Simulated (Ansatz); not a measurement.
The parent structure is Te (space group P3_121, No. 152; made of chains).

Calculations: DFT with r2SCAN, PAW potentials and a 500 eV plane-wave cutoff in Ansatz (a program for electronic structure), spin-orbit coupling left out.

Measured: band gap 0.332 eV (temperature not stated; as listed in Manish Kothakonda et al., ACS Materials Au (2022)).

Task: What do the calculations give for these quantities, and how do they miss?

Result: 
```json
[
 {"level": "r2SCAN", "band gap": "0.55 eV"}
]
```

Computed minus measured — band gap: r2SCAN +0.21 eV. Measured values not marked as corrected hold thermal and zero-point effects that the static-lattice runs lack. A measured gap can be an optical one, lowered by exciton binding. Levels without spin-orbit coupling miss its effect on the gap.

Spin-orbit coupling, missing from the scalar runs, can matter with Te. Whether these cells are dynamically stable was not tested. No dispersion term is included, though the crystal is made of layers, chains or molecules, so its spacings can come out too wide.
